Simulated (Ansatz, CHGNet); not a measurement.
Sn (model structure, started from the lonsdaleite type, P6₃/mmc, No. 194, 4 atoms in the cell): properties by level of theory

```
level (code)     equilibrium lattice constant a (Å)  c axis length (Å)
---------------  ----------------------------------  -----------------
CHGNet 0.3.0                                  3.377             11.776
CHGNet-r²SCAN                                   [?]              8.007
LDA (Ansatz)                                    [?]              7.507
r²SCAN (Ansatz)                               4.627                [?]
```

Complete the blanks.


- CHGNet-r²SCAN, equilibrium lattice constant a (Å): 4.534
- LDA (Ansatz, a program for electronic structure), equilibrium lattice constant a (Å): 4.561
- r²SCAN (Ansatz), c axis length (Å): 7.626

Caveats: the cell has another shape than the first-principles one, perhaps another minimum in the same group (CHGNet 0.3.0). Ansatz's density-functional and Hartree–Fock values are scalar-relativistic unless marked +SOC, with PAW data made under PBE.

The computed numbers hold no vibrational or temperature effects.

A model structure was made by putting elements into a prototype or built by hand; it is no filed structure, need not be a known phase, and can be a saddle point held by its symmetry.
